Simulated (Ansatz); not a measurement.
## GaSb (model structure, P6₃/mmc, No. 194, 4 atoms in the cell)

Method: r²SCAN (PAW; Ansatz, a program for electronic structure).

Settings: plane-wave cutoff 560 eV, 18×18×10 k mesh (along the axes of the cell as run), Fermi–Dirac smearing 0.05 eV, scalar-relativistic PAW data made under PBE.

Cell (relaxed at this level):

```
GaSb
1.0
    3.99447     0.00000     0.00000
   -1.99724     3.45931     0.00000
    0.00000     0.00000     6.91293
Ga Sb
2 2
Direct
  0.00000   0.00000   0.00000
  0.00000   0.00000   0.50000
  0.33333   0.66667   0.25000
  0.66667   0.33333   0.75000
```

```yaml
band_gap: none
bulk modulus B0: 59.9 GPa
```

Note: the bulk modulus is −V dP/dV from two relaxed cells at ±2 % in volume; the relaxation could raise the start's symmetry but not lower it, so the cell can be a saddle point.

Spin–orbit coupling is not included; it can open a gap where bands touch, and shift volumes and moduli.

The result took very roughly 9 core-minutes.

A model structure was made by putting elements into a prototype or built by hand; it is no filed structure, need not be a known phase, and can be a saddle point held by its symmetry.
